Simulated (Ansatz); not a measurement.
# Sr3SbN: pressure series

The parent structure is Sr$_{3}$SbN in the anti-perovskite structure (space group Pm-3m, No. 221; a = 5.186 Å; a cell from a computed database, its experimental status unchecked).

Cell and atoms are relaxed at each pressure.

Calculations: plane-wave PAW DFT at the r2SCAN level (Ansatz, a program for electronic structure, 500 eV), scalar-relativistic without spin-orbit coupling, earlier PAW set.

Q: Only one of these keeps a band gap. Which?
A. pressure 22.5 GPa
B. pressure 30 GPa
C. pressure 15 GPa

A: C, pressure 15 GPa. Computed: pressure 15 GPa: 0.07 eV; pressure 30 GPa: zero; pressure 22.5 GPa: zero

The mesh was chosen for an insulator and is coarse for the gapless case. With Sb present, leaving out spin-orbit coupling can change the band edges. Load acts through the strain it causes; cell and atoms are relaxed under it. Whether these cells are dynamically stable was not tested. Competing high-pressure phases were not computed. All final runs are without spin polarisation. The zero or small gap of Sr3SbN under pressure 15 GPa, Sr3SbN under pressure 30 GPa and Sr3SbN under pressure 22.5 GPa can change with the level of theory.
